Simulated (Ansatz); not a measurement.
**TiC, response to strain**

The reference is TiC in the rock salt structure (space group Fm-3m, No. 225; a = 4.3278 Å). Axes: x, y, z lie along the cube axes.

Strains are applied to the cell and any free atomic positions relax; under biaxial strain the out-of-plane vector relaxes too; under stress the whole cell relaxes.

The values are results of r2SCAN (Ansatz, an electronic-structure program, PAW, scalar-relativistic without spin-orbit coupling), not measurements.

Notes on the quantities. pressure: mean of the normal stresses, compression positive; energy relative to the base: free energy F.

| variant | volume per atom | pressure | energy relative to the base | space group |
|---|---|---|---|---|
| base | 10.13 Å³ | 0.0 GPa | 0 meV/atom | Fm-3m (No. 225) |
| biaxial strain −1.24 %, plane normal [001], relaxed out of plane | 9.94 Å³ | 5.3 GPa | +6.1 meV/atom | I4/mmm (No. 139) |
| biaxial strain −0.84 %, plane normal [001], relaxed out of plane | ___ | ___ | ___ | I4/mmm (No. 139) |
| biaxial strain +0.84 %, plane normal [001], relaxed out of plane | 10.26 Å³ | -3.2 GPa | +2.6 meV/atom | I4/mmm (No. 139) |
| biaxial strain −2.13 %, plane normal [111], relaxed out of plane | 9.82 Å³ | 8.8 GPa | +17 meV/atom | R-3m (No. 166) |
| isotropic strain −2.38 % | 9.43 Å³ | 21.9 GPa | +45 meV/atom | Fm-3m (No. 225) |
| uniaxial strain ε_yy = −3.76 % | 9.75 Å³ | 11.6 GPa | +27 meV/atom | I4/mmm (No. 139) |
| uniaxial strain ε_zz = +4.70 % | 10.61 Å³ | -10.1 GPa | +31 meV/atom | I4/mmm (No. 139) |
| uniaxial stress, 3 GPa tension along x | 10.17 Å³ | – | +0.6 meV/atom | I4/mmm (No. 139) |
| tensor shear ε_xz = −1.91 % | 10.13 Å³ | 0.1 GPa | +8.6 meV/atom | Immm (No. 71) |

### Question
What belongs in the blanks?

### Answer

- biaxial strain −0.84 %, plane normal [001], relaxed out of plane, volume per atom: 10.00 Å³
- biaxial strain −0.84 %, plane normal [001], relaxed out of plane, pressure: 3.5 GPa
- biaxial strain −0.84 %, plane normal [001], relaxed out of plane, energy relative to the base: +2.7 meV/atom

Without a gap, meshes like the base's 18×18×18 leave anisotropic stresses uncertain by several tenths of a GPa, and small strain energies with them. Stability under load was not tested beyond the relaxation. All final runs are without spin polarisation.
